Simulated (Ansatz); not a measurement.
Ansatz (a quantum-chemistry and plane-wave program) is run on Cs2KYF6 (P1, 10 atoms in the cell), and the run fails. The aim is a self-consistent single point with DFT, LDA (PW92), plane waves, default PAW files made with PBE.

Cell that was meant: a = 6.6786 Å, b = 6.6786 Å, c = 6.6786 Å, α = 60.00°, β = 60.00°, γ = 60.00°.

Part of the input:

Ansatz 0.2 input:
```yaml
  lattice:
    - [0.000000, 4.722500, 4.722500]
    - [4.722500, 0.000000, 4.722500]
    - [4.722500, 4.722500, 9.445000]
  atoms:
    - { symbol: F, position: [0.764032, 0.236968, 0.218994] }
    - { symbol: F, position: [0.238349, 0.758317, 0.223184] }
    - { symbol: F, position: [0.218478, 0.778595, 0.774731] }
    - { symbol: F, position: [0.767486, 0.218330, 0.772804] }
    - { symbol: F, position: [0.224697, 0.242017, 0.776041] }
    - { symbol: F, position: [0.780009, 0.766515, 0.229159] }
    - { symbol: K, position: [0.494009, 0.502622, 0.508142] }
    - { symbol: Y, position: [0.005256, 0.001524, -0.002915] }
    - { symbol: Cs, position: [0.246958, 0.256107, 0.243328] }
    - { symbol: Cs, position: [0.760726, 0.739005, 0.756534] }
basis:
  ecutwfc: 420.0
kpoints:
```

Output, abridged:

```
Error: invalid value for `crystal.lattice`: the lattice is degenerate (Ω = 0 Å³): its volume is under 1e-10 Å³
```

Q: From the messages shown, name the fault and mend the input.

A: The fault is linearly dependent lattice vectors. Three vectors in one plane span no volume, and the reciprocal lattice does not exist. To fix it, correct the lattice vector. The program stopped before any SCF iteration.

An input that runs soundly differs in these lines (not the only fix; some lines may just follow from the change or write a value another way):
```diff
-    - [4.722500, 4.722500, 9.445000]
+    - [4.722500, 4.722500, 0.000000]
```

With that input, the run converged in 7 iterations: free energy E − TS (on the zero of these files) -21030.9198 eV; top of the valence band (on the code's own zero) 1.42 eV; gap on the k-point mesh 6.31 eV; pressure -2.99 GPa; largest force (vector length) 0.529 eV/Å (DFT, LDA (PW92), plane waves, default PAW files made with PBE).

On the sound input: the starting cell comes from a database of published, mostly measured structures (it also holds non-ambient and calculated ones), without a prior relaxation at this level. Its atoms were displaced at random from the sites of space group no. 225. Ansatz's pressure includes its estimate of the finite-basis (Pulay) stress.
